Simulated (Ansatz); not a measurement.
Base system: MgS in the rock salt structure (space group Fm-3m, No. 225).

```
MgS
1.0
    0.00000     2.61484     2.61484
    2.61484     0.00000     2.61484
    2.61484     2.61484     0.00000
Mg S
1 1
Direct
  0.00000   0.00000   0.00000
  0.50000   0.50000   0.50000
```

Method: Kohn–Sham DFT with the PBE functional, run in Ansatz (a quantum-chemistry and plane-wave program) with PAW and 420 eV plane waves, spin-orbit coupling left out.

Base values:

- Valley order: X along ⟨100⟩ 2.76 eV; Γ 3.60 eV

Perturbation: an isotropic linear strain of −1.00 %, atoms relaxed at fixed cell.

Problem. What does the calculation give for the energy relative to the base, valley order and mean gap deformation potential ΔEg/Δln V after the change?

Solution. The energy rises by 3.8 meV/atom; the valley order (the lowest conduction-band minima on the path, energy above the VBM, named in the base's zone) becomes X along ⟨100⟩ 2.82 eV; Γ 3.84 eV (base: X along ⟨100⟩ 2.76 eV; Γ 3.60 eV); the mean gap deformation potential ΔEg/Δln V amounts to -2.1 eV.

Gaps are read on the SCF mesh and a high-symmetry path. Whether these cells are dynamically stable was not tested.
